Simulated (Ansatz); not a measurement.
What pressure 0.3 GPa does to hypothetical diamond Mn

The parent structure is Mn in the diamond structure (space group Fd-3m, No. 227; a = 4.952 Å; non-magnetic; a hypothetical phase, not in the database extracts checked).

The change: a hydrostatic pressure of 0.3 GPa.

All numbers come from plane-wave PAW DFT at the PBE level (Ansatz, a first-principles code, 420 eV), spin-orbit coupling left out. Γ-centred 16×16×16 mesh, Fermi–Dirac width 0.05 eV.

- Volume per atom = 15.14 Å³ (base 15.17 Å³)
- Density = 6.02 g/cm³ (base 6.01 g/cm³)
- Lattice parameter a = 4.948 Å (base 4.952 Å)
- Shortest interatomic distance = 2.143 Å (base 2.144 Å)
- Enthalpy H = E + PV relative to the base's energy = +0.03 eV/atom
- Band gap = zero (base zero)

Final structure:

```yaml
crystal:
  lattice:
    - [0.00000, 2.47411, 2.47411]
    - [2.47411, 0.00000, 2.47411]
    - [2.47411, 2.47411, 0.00000]
  atoms:
    - { symbol: Mn, position: [0.25000, 0.25000, 0.25000] }
    - { symbol: Mn, position: [0.00000, 0.00000, 0.00000] }
```

Load acts through the strain it causes; cell and atoms are relaxed under it. Whether these cells are dynamically stable was not tested. Starting moments died away, wholly or in part, for the base; another magnetic solution may exist. The final runs are not spin-polarised.
